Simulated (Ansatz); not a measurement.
**Si: pressure −2 GPa**

The parent structure is Si in the diamond structure (space group Fd-3m, No. 227; a = 5.4443 Å).

It is then changed as follows: a negative pressure, −2 GPa.

All numbers come from Kohn–Sham DFT with the r2SCAN functional, run in Ansatz (a program for electronic structure) with PAW and 500 eV plane waves, spin-orbit coupling left out. Γ-centred 10×10×10 mesh, Fermi–Dirac width 0.05 eV.

The volume per atom grows by 0.44 Å³ to 20.61 Å³ and the density decreases by 0.05 g/cm³ (2.31 g/cm³ → 2.26 g/cm³). The lattice parameter a rises by 0.039 Å (5.444 Å → 5.483 Å) and the shortest interatomic distance rises by 0.017 Å, from 2.357 Å to 2.374 Å. The enthalpy H = E + PV relative to the base's energy is -0.25 eV/atom and the band gap increases by 0.037 eV, from 0.78 eV to 0.81 eV. The gap character remains indirect, Γ → Γ–X (87 % along) and the smallest direct gap hardly moves (2.74 eV against 2.73 eV). The mean gap deformation potential ΔEg/Δln V comes out as +1.7 eV and the width of the top valence band drops by 0.09 eV, from 4.00 eV to 3.91 eV. The electron mass stays 0.91 mₑ along k, 0.19 mₑ across (off the special points) and the hole mass (degenerate bands, along [100]) changes from 0.17, 0.25, 0.25 mₑ (at Γ) to 0.16, 0.26, 0.26 mₑ (at Γ). The valley order (the lowest conduction-band minima on the path, energy above the VBM, named in the base's zone) goes from a point along ⟨100⟩, about 1.0 Å⁻¹ from Γ 0.78 eV; L along ⟨111⟩ 1.84 eV to a point along ⟨100⟩, about 1.0 Å⁻¹ from Γ 0.81 eV; L along ⟨111⟩ 1.76 eV.

Load acts through the strain it causes; cell and atoms are relaxed under it. Masses are band curvatures over ±0.01 Å⁻¹ around the edge. Along k means along the line from Γ to the band edge. Stability against distortions was not tested.
